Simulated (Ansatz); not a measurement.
P on the Si site + O vacancy in alpha quartz (start: the Si site; O 1.63 Å away; 72-site cell, 2×2×2 Γ-centred sampling). These are PBE, PAW (plane waves to 420 eV; Ansatz, an electronic-structure program) values and carry that method's errors. Total energies of the localised charge states, counted from that of charge +1, and their image corrections (point charge with alignment); the host's valence-band maximum lies at 1.990 eV on the cells' energy zero and its gap is 5.68 eV.

```json
[
 {"charge": "+1", "moment (μB)": "not spin-polarised", "E − E(first) (eV)": "0.000", "correction (eV)": "0.337"},
 {"charge": "0", "moment (μB)": "1.0", "E − E(first) (eV)": "6.247", "correction (eV)": "0.000"}
]
```

Q: Derive the transition levels above the valence-band maximum and say which of them are thermodynamic.

A: A level is the Fermi energy at which two charges have equal formation energy: ε(q/q′) = [E(q′) + corr(q′) − E(q) − corr(q)] / (q − q′) − E_VBM.
ε(+1/0) = [(6.247 + 0.000) − (0.000 + 0.337)] / 1 − 1.990 = 3.92 eV
Thermodynamic levels at least 0.1 eV inside the gap: (+1/0) at 3.92 eV. They hold to tenths of an eV in this cell. Only the charges listed were compared. The geometries come from one start. Flagged in the runs: a host whose relaxation on this sampling wasn't shown to rest, a strain field that reaches the edge of the cell.
